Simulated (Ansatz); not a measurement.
**ZnSiP2 under a change: isotropic strain +3.93 %**

Consider ZnSiP$_{2}$ in the chalcopyrite structure (space group I-42d, No. 122; a = 5.419 Å, c = 10.539 Å).

Modification: the cell is scaled by 1.0393 in all directions, atoms relaxed at fixed cell.

Method: DFT with PBE, PAW potentials and a 420 eV plane-wave cutoff in Ansatz (an electronic-structure program), no spin-orbit coupling. k-mesh 9×9×9 (Γ-centred); smearing 0.05 eV (Fermi–Dirac).

| quantity | base | changed | shift |
|---|---|---|---|
| volume per atom | 19.34 Å³ | 21.71 Å³ | +2.37 Å³ |
| space group | I-42d (No. 122) | I-42d (No. 122) | – |
| shortest interatomic distance | 4.293 bohr | 4.438 bohr | +0.145 bohr |
| energy relative to the base (free energy F) | 0 meV/atom | +62 meV/atom | +62 meV/atom |
| pressure (mean of the normal stresses, compression positive) | 0.0 kbar | -75.0 kbar | -75.0 kbar |
| band gap | 1.36 eV | 1.49 eV | +0.138 eV |
| gap character | direct at Γ | direct at Γ | – |
| width of the top valence band | 1.19 eV | 0.97 eV | -0.22 eV |
| electron mass | 1.5 mₑ along c, 0.26 mₑ across (at Γ) | 0.11 mₑ along c, 0.12 mₑ across (at Γ) | – |
| hole mass | 0.16 mₑ along c, 0.40 mₑ across (at Γ) | 0.11 mₑ along c, 0.48 mₑ across (at Γ) | – |
| valence-band top at Γ (three highest levels, from the VBM) | 0.00, -0.13, -0.13 eV | 0.00, -0.12, -0.12 eV | – |
| largest internal atomic displacement | – | 0.023 Å | – |

Cost of the whole job for the changed cell (relaxation, final SCF and bands): around 110 core-seconds (rough).

Effective masses come from finite differences of ±0.01 Å⁻¹. Whether these cells are dynamically stable was not tested.
